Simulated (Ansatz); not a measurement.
A calculation on CsCl-type NiAl returned lattice constant a 2.916 Å, bulk modulus 149 GPa, cohesive energy 4.30 eV/atom, formation enthalpy -0.637 eV/atom.

For reference: lattice constant a 2.882 Å (measured, extrapolated to 0 K, zero-point anharmonic expansion removed (Haas, Tran, Blaha 2009); as tabulated in Levämäki et al. (2014), arXiv:1402.3671); bulk modulus 156 GPa (measured, room temperature, no zero-point or thermal correction; as tabulated in Yamada et al. (2019), arXiv:1910.09660); formation enthalpy -0.640 ± 0.01 eV/atom (measured, 298 K, copied from a table, unchecked, no zero-point or thermal correction; as tabulated in Wang et al. (2021), doi:10.1038/s41598-021-94550-5).

### Question
Which level of theory produced these numbers?
(A) PBE-D3(BJ) (Ansatz, a program for electronic structure)
(B) r²SCAN+rVV10 (Ansatz)
(C) LDA (Ansatz)
(D) RPBE (Ansatz)

### Answer
D, RPBE (Ansatz)

The others give: r²SCAN+rVV10 2.857 Å, 180 GPa, 5.00 eV/atom, -0.670 eV/atom; PBE-D3(BJ) 2.857 Å, 173 GPa, 5.19 eV/atom, -0.692 eV/atom; LDA 2.832 Å, 186 GPa, 5.75 eV/atom, -0.703 eV/atom.

Unless a cell is named, each level is at its own relaxed cell (LDA 11.36, PBE-D3(BJ) 11.66, r²SCAN+rVV10 11.66, RPBE 12.40 Å³/atom).

The crystal itself was run without spin with r²SCAN+rVV10, PBE-D3(BJ), LDA, RPBE; a magnetic state was not tried in these runs.

Ansatz's density-functional and Hartree–Fock values are scalar-relativistic unless marked +SOC, with PAW data made under PBE.
